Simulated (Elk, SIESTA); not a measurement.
A SIESTA input for a self-consistent single point of MnAu (Pm-3m, 2 atoms in the cell) (DFT, LDA PW92, numerical atomic orbitals DZP, PseudoDojo LDA standard norm-conserving potentials (rewritten from UPF to PSML)):

```
# files in the folder: Mn.psml Au.psml (PseudoDojo LDA standard)
SystemName  MnAu
SystemLabel MnAu

NumberOfAtoms                2
NumberOfSpecies              2
%block ChemicalSpeciesLabel
  1 25 Mn
  2 79 Au
%endblock ChemicalSpeciesLabel
LatticeConstant              1.0 Ang
%block LatticeVectors
     3.143605000    0.000000000    0.000000000
     0.000000000    3.143605000    0.000000000
     0.000000000    0.000000000    3.143605000
%endblock LatticeVectors
AtomicCoordinatesFormat      Ang
%block AtomicCoordinatesAndAtomicSpecies
     1.571802500    1.571802500    1.571802500  1
     0.000000000    0.000000000    0.000000000  2
%endblock AtomicCoordinatesAndAtomicSpecies

XC.functional                LDA
XC.authors                   PW92
PAO.BasisSize                DZP
PAO.EnergyShift              0.01 Ry
MeshCutoff                   400 Ry
%block kgrid.MonkhorstPack
   10   0   0  0.0
    0  10   0  0.0
    0   0  10  0.0
%endblock kgrid.MonkhorstPack
OccupationFunction           FD
ElectronicTemperature        50.0 meV
Spin                         polarized
%block DM.InitSpin
  1 +4.00
  2 +0.00
%endblock DM.InitSpin

MaxSCFIterations             150
SCF.Mixer.Method             Pulay
SCF.Mixer.Weight             0.1
SCF.Mixer.History            6
SCF.DM.Tolerance             1.0E-05
Diag.ParallelOverK           true
WriteForces                  true
Charge.Mulliken              end
```

**Question.** Give the Elk input for the same structure, mesh, smearing and functional.

**Answer.** This is the input that was run; spellings and numerical settings could be chosen otherwise.

```
tasks
  0

xctype
  3

spinpol
  .true.

reducebf
  0.8

rgkmax
  8.0

gmaxvr
  16.0

nxlo
  2

lorbcnd
  .true.

rmtscf
  0.95

lmaxi
  3

nempty
  12

stype
  3

swidth
  0.00183747

scale
  1.889726125

avec
    3.1436050000    0.0000000000    0.0000000000
    0.0000000000    3.1436050000    0.0000000000
    0.0000000000    0.0000000000    3.1436050000

atoms
  2   : nspecies
  'Mn.in'   : spfname
  1   : natoms; atposl, bfcmt below
  0.5000000000  0.5000000000  0.5000000000    0.0 0.0 -1.0
  'Au.in'   : spfname
  1   : natoms; atposl, bfcmt below
  0.0000000000  0.0000000000  0.0000000000    0.0 0.0 0.0

ngridk
  10 10 10
```

Basis, cutoffs, solver keys and any potentials are the target program's own. This input uses DFT, LDA (PW92), all-electron FP-LAPW, Elk's shipped species files, APW+lo basis with extra local orbitals. LDA parametrisations can differ slightly between programs. Both were run: size of the net moment 1.98 μB/atom in SIESTA and 1.95 in Elk.

On Elk: the starting cell comes from a database of computed structures (which also holds hypothetical and non-ambient phases and stackings), without a prior relaxation at this level. For this run, on top of that: lattice scaled by 0.98. With one magnetic atom in the cell only a parallel order is possible. Values depend on the basis (sphere radii, cutoffs, local orbitals), which need not be converged.

On SIESTA: the starting cell comes from a database of computed structures (which also holds hypothetical and non-ambient phases and stackings), without a prior relaxation at this level. For this run, on top of that: lattice scaled by 0.98. With one magnetic atom in the cell only a parallel order is possible. Values carry the incompleteness of an atom-centred basis. With a pressure of about -7 GPa the cell is away from its equilibrium volume at this level.
